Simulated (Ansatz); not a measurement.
## WIr (model structure, Fm-3m, No. 225, 2 atoms in the cell)

Method: PBEsol (plane waves, PAW; Ansatz, an electronic-structure program).

Run with plane-wave cutoff 520 eV, 20×20×20 k mesh, Fermi–Dirac smearing 0.05 eV, no spin polarisation, scalar-relativistic PAW data made under PBE.

Cell (relaxed at this level):

Space group Fm-3m (No. 225); a = b = c = 5.147 Å, α = β = γ = 90.00°

```json
[
 {"atom": "Ir", "site": "4a", "symmetry": "m-3m", "x": "0.0000", "y": "0.0000", "z": "0.0000"},
 {"atom": "W", "site": "4b", "symmetry": "m-3m", "x": "0.5000", "y": "0.5000", "z": "0.5000"}
]
```
(The calculation used a cell of 2 atoms; values per cell refer to that cell.)

* **bulk modulus**: 268 GPa

Note: the run has no spin polarisation, so it can have missed a magnetic state; the bulk modulus is −V dP/dV from two relaxed cells at ±2 % in volume; the relaxation could raise the start's symmetry but not lower it, so the cell can be a saddle point.

Spin–orbit coupling is not included.

Static lattice: no zero-point or thermal effects.

Cost on a shared machine: about 100 core-seconds (a rough figure).

A model structure was made by putting elements into a prototype or built by hand; it is no filed structure, need not be a known phase, and can be a saddle point held by its symmetry.
